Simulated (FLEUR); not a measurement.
A self-consistent single point of CdAu (Pm-3m, 2 atoms in the cell) with FLEUR.

Method of the run: PBEsol, all-electron FLAPW (FLEUR), scalar-relativistic valence in FLEUR.

The change in words: lattice scaled by 0.98. Reference geometry:
```yaml
crystal:
  lattice:
    - [3.33811, 0.00000, 0.00000]
    - [0.00000, 3.33811, 0.00000]
    - [0.00000, 0.00000, 3.33811]
  atoms:
    - { symbol: Cd, position: [0.00000, 0.00000, 0.00000] }
    - { symbol: Au, position: [0.50000, 0.50000, 0.50000] }
```

Reference input (self-consistent single point, DFT, PBEsol, all-electron FLAPW (FLEUR), scalar-relativistic valence): Kmax = 4 1/bohr; GmaxXC = 20 1/bohr; xcFunctional = PBEs; jspins = 1; l_soc = F; mode = gauss; fermiSmearingEnergy = 0.00999582 Htr; mesh (inpgen div1-3) = 7 7 7; inpgen gamma flag = false; Gmax = 20 1/bohr; numbands = 0; maxIterBroyd = 40. This run's input differs from it in these lines:

```diff
@@ -3,5 +3,5 @@
 &input film=f /
-3.3381050000 0.0000000000 0.0000000000
-0.0000000000 3.3381050000 0.0000000000
-0.0000000000 0.0000000000 3.3381050000
+3.2713430000 0.0000000000 0.0000000000
+0.0000000000 3.2713430000 0.0000000000
+0.0000000000 0.0000000000 3.2713430000
 1.8897261246
@@ -44,5 +44,5 @@
          <bravaisMatrix>
-            <row-1>    6.3081042251578827     0.0000000000000000     0.0000000000000000</row-1>
-            <row-2>    0.0000000000000000     6.3081042251578827     0.0000000000000000</row-2>
-            <row-3>    0.0000000000000000     0.0000000000000000     6.3081042251578827</row-3>
+            <row-1>    6.1819423296273373     0.0000000000000000     0.0000000000000000</row-1>
+            <row-2>    0.0000000000000000     6.1819423296273373     0.0000000000000000</row-2>
+            <row-3>    0.0000000000000000     0.0000000000000000     6.1819423296273373</row-3>
          </bravaisMatrix>
```

Output, abridged:

```
 Iteration:     1   Distance:      12.83567127 me/bohr^3
 Iteration:     2   Distance:      11.46078058 me/bohr^3
 Iteration:     3   Distance:       5.40715961 me/bohr^3
 Iteration:     4   Distance:       2.51397721 me/bohr^3
 Iteration:     5   Distance:       1.96354012 me/bohr^3
   [... 7 lines left out ...]
 Iteration:    13   Distance:       0.00040623 me/bohr^3
 Iteration:    14   Distance:       0.00002483 me/bohr^3
 Iteration:    15   Distance:       0.00002083 me/bohr^3
 Iteration:    16   Distance:       0.00000401 me/bohr^3
 Run finished successfully
 Stop message:
   Structural relaxation: Done

[file out, last iteration]
             iter=     17
[...]
          total density-effective poten   -4.2796558861E+04
          total charge density-energy d   -5.1242585038E+02
 Updated energy parameters for spin:           1
[...]
 fermi energy and band-weighting factors:

[...]
FERMIE:
          first approx. to ef    (T=0)  :   0.448217 htr   (energy of the highest occ. eigenvalue)
          number of occ. states  (T=0)  :        388
          first approx. to seigv (T=0)  : -30.461730 htr
          sum of weights of occ. states :  19.536443
          sum of semicore charge        :   0.000000 e
          fermi energy=   0.44344 har   work function= -12.06673 ev
          number of valence electrons=  39.00001
     band-weighting factor for spin=    1
   [... lines left out ...]
          total moment                 =     0.00000
 Direct bandgap for spin            1 :    6.8802953178713988E-002  Htr
 ---->    free energy=                    -24636.1175541980 htr
   [... lines left out ...]
      extrapolation for T->0
 ---->    total electron energy=          -24636.1175541980 htr
 ***** TOTAL FORCES ON ATOMS *****
 TOTAL FORCE FOR ATOM TYPE=  1  X=  0.000   Y=  0.000   Z=  0.000
                       FX_TOT= 0.000000 FY_TOT= 0.000000 FZ_TOT= 0.000000
 TOTAL FORCE FOR ATOM TYPE=  2  X=  3.091   Y=  3.091   Z=  3.091
                       FX_TOT= 0.000000 FY_TOT= 0.000000 FZ_TOT= 0.000000
 Structural relaxation: Done
```

The run converged in 16 iterations. FLEUR gives forces in its relaxation mode, with a further iteration, so its stop message speaks of a relaxation. Against the reference run the total energy rises by 10.6 meV/atom.

The starting cell comes from a database of computed structures (which also holds hypothetical and non-ambient phases and stackings), without a prior relaxation at this level. Its lattice was rescaled by a random factor within 2.5 % of one. For this run, on top of that: lattice scaled by 0.98. Spin-orbit coupling is off. Values depend on the basis (sphere radii, cutoffs, local orbitals), which need not be converged. The log's line on a gap gives a spacing of levels on this mesh, which the program prints for metals too.

Cost on one core of a shared machine: roughly 50 s.
